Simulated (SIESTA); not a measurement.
A self-consistent single point of SrZn₂Ge₂ (P1, 5 atoms in the cell) with SIESTA.

Method: GGA PBEsol, numerical atomic orbitals DZP, PseudoDojo PBEsol standard norm-conserving potentials (rewritten from UPF to PSML) in SIESTA 5.4.2.

The change in words: atoms moved at random. Reference geometry:
```
Sr(ZnGe)2
1.0
   -2.15190     2.15190     5.15935
    2.15190    -2.15190     5.15935
    2.15190     2.15190    -5.15935
Sr Zn Ge
1 2 2
Direct
  0.00000   0.00000   0.00000
  0.25000   0.75000   0.50000
  0.75000   0.25000   0.50000
  0.62041   0.62041   0.00000
  0.37959   0.37959   0.00000
```

Reference input (self-consistent single point, DFT, GGA PBEsol, numerical atomic orbitals DZP, PseudoDojo PBEsol standard norm-conserving potentials (rewritten from UPF to PSML)): XC.functional = GGA; XC.authors = PBEsol; potentials = PseudoDojo PBEsol standard; PAO.BasisSize = DZP; PAO.EnergyShift = 0.01 Ry; MeshCutoff = 350 Ry; kgrid.MonkhorstPack = 6 6 6; OccupationFunction = FD; ElectronicTemperature = 100 meV; MaxSCFIterations = 150; SCF.Mixer.Method = Pulay; SCF.Mixer.Weight = 0.1. This run's input differs from it in these lines:

```diff
@@ -19,7 +19,7 @@
 %block AtomicCoordinatesAndAtomicSpecies
-     0.000000000    0.000000000    0.000000000  1
-     4.066509206    0.000000000    4.874879241  2
-     0.000000000    4.066509206    4.874879241  2
-    -0.000000000    0.000000000   12.097695319  3
-     0.000000000   -0.000000000    7.401821644  3
+     0.076877357   -0.089841388    0.112482964  1
+     4.008419122    0.009535964    4.888480154  2
+    -0.009816553    4.148766555    4.790212338  2
+     0.019653439   -0.036407457   12.030997221  3
+    -0.028628225    0.034459599    7.427112517  3
 %endblock AtomicCoordinatesAndAtomicSpecies
```

Log, with long lists cut:

```
        iscf     Eharris(eV)        E_KS(eV)     FreeEng(eV)     dDmax    Ef(eV) dHmax(eV)
   scf:    1   -16823.530599   -17045.321941   -17045.420312  3.600971 -0.330243 55.742871
   scf:    2   -17193.121616   -17137.878776   -17137.911584  1.173321 -1.764304 20.218103
   scf:    3   -17152.851897   -17146.490087   -17146.518522  0.311365 -2.074740  9.660380
   scf:    4   -17143.560157   -17147.171688   -17147.205152  0.409423 -2.451600  7.617406
   scf:    5   -17149.222290   -17148.408932   -17148.439541  0.177686 -2.393304  3.813770
   [... 6 lines left out ...]
   scf:   12   -17148.734699   -17148.734691   -17148.763953  0.001031 -2.338124  0.002526
   scf:   13   -17148.734692   -17148.734692   -17148.763953  0.000022 -2.338120  0.003551
   scf:   14   -17148.734692   -17148.734692   -17148.763953  0.000105 -2.338238  0.000136
   scf:   15   -17148.734692   -17148.734692   -17148.763953  0.000004 -2.338236  0.000016
SCF Convergence by DM+H criterion
max |DM_out - DM_in|         :     0.0000035583
max |H_out - H_in|      (eV) :     0.0000157808
SCF cycle converged after 15 iterations

Using DM_out to compute the final energy and forces

siesta: E_KS(eV) =           -17148.7347

siesta: E_KS - E_eggbox =    -17148.7347

siesta: Atomic forces (eV/Ang):
     1   -0.331323    0.386744   -0.346608
     2    0.079424   -0.131061    0.055192
     3    0.120174   -0.138228    0.332269
     4    0.094738   -0.100969    1.121133
     5    0.041159   -0.015348   -1.161585
   Tot    0.004171    0.001138    0.000400
   Max    1.161585
   Res    0.460238    sqrt( Sum f_i^2 / 3N )
   Max    1.161585    constrained

Stress tensor Voigt[x,y,z,yz,xz,xy] (kbar):      -30.89      -28.56      -59.78        1.28        1.49        0.53
   [... lines left out ...]
siesta: FreeEng =    -17148.763953
   [... lines left out ...]
siesta:    -0.019280    0.000333    0.000933
siesta:     0.000333   -0.017828    0.000802
siesta:     0.000933    0.000802   -0.037312

siesta: Cell volume =         95.565419 Ang**3

siesta: Pressure (static):
siesta:                Solid            Molecule  Units
siesta:           0.00027018          0.00014226  Ry/Bohr**3
siesta:           0.02480643          0.01306177  eV/Ang**3
siesta:          39.74428319         20.92726125  kBar
```

The run converged in 15 iterations. Against the reference run the free energy rises by 16.4 meV/atom, the pressure goes from 3.84 to 3.97 GPa and the largest force goes from 0.674 to 1.162 eV/Å.

The starting cell comes from a database of computed structures (which also holds hypothetical and non-ambient phases and stackings), without a prior relaxation at this level. Its lattice was rescaled by a random factor within 2.5 % of one. For this run, on top of that: atoms moved at random. Values carry the incompleteness of an atom-centred basis. With a pressure of about 4 GPa the cell is away from its equilibrium volume at this level. Forces in this geometry exceed 1 eV/Å.

Cost on one core of a shared machine: roughly 90 s.
